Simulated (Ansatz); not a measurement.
Start from PbS in the rock salt structure (space group Fm-3m, No. 225).

```
CELL_PARAMETERS angstrom
      0.00000     2.98736     2.98736
      2.98736     0.00000     2.98736
      2.98736     2.98736     0.00000
ATOMIC_POSITIONS crystal
  Pb 0.00000 0.00000 0.00000
  S  0.50000 0.50000 0.50000
```

Cartesian axes are those of the cell as printed.

Calculations: r2SCAN in Ansatz (plane waves to 500 eV, PAW, spin-orbit coupling left out).

Before the change:

```
Quantity   Result
--------  -------
Band gap  0.69 eV
```

One thing is altered: tensor shear ε_xy = +1.14 % (engineering shear γ = 0.0228), atoms relaxed at fixed cell.

### Question
What happens to the stress and band gap?

### Answer
The stress (xx, yy, zz, yz, xz, xy; compression positive) is (0.00, 0.00, -0.02, 0.00, 0.00, -0.47) GPa; the band gap decreases by 0.11 eV to 0.58 eV.

With Pb present, leaving out spin-orbit coupling can change the band edges. The cells carry an imposed strain or load. Stability against distortions was not tested.

Ansatz is a quantum-chemistry and plane-wave program.
